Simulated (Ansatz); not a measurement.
Effect of Te → Cd on PbTe

Start from PbTe in the rock salt structure (space group Fm-3m, No. 225; a = 6.569 Å).

Now apply this change: full substitution Te → Cd; the structure is relaxed again.

Level of theory: Kohn–Sham DFT with the PBE functional, run in Ansatz (a program for electronic structure) with PAW and 420 eV plane waves, spin-orbit coupling left out, earlier PAW set. k-mesh 13×13×13 (Γ-centred); smearing 0.05 eV (Fermi–Dirac), for the changed cell.

The volume per atom decreases by 5.23 Å³ to 30.21 Å³ and the lattice parameter a falls by 0.3406 Å (6.569 Å → 6.229 Å). The space group is still Fm-3m (No. 225) and the band gap becomes zero (base: 0.83 eV).

Final structure:

```
CdPb
1.0
    0.00000     3.11441     3.11441
    3.11441     0.00000     3.11441
    3.11441     3.11441     0.00000
Cd Pb
1 1
Direct
  0.00000   0.00000   0.00000
  0.50000   0.50000   0.50000
```

Cost of the whole job for the changed cell (relaxation, final SCF and bands): around 80 core-seconds (rough).

Spin-orbit coupling, missing from the scalar runs, can matter with Pb and Te. Stability against distortions was not tested. As relaxed here, CdPb is a hypothetical phase, not in the database extracts checked.
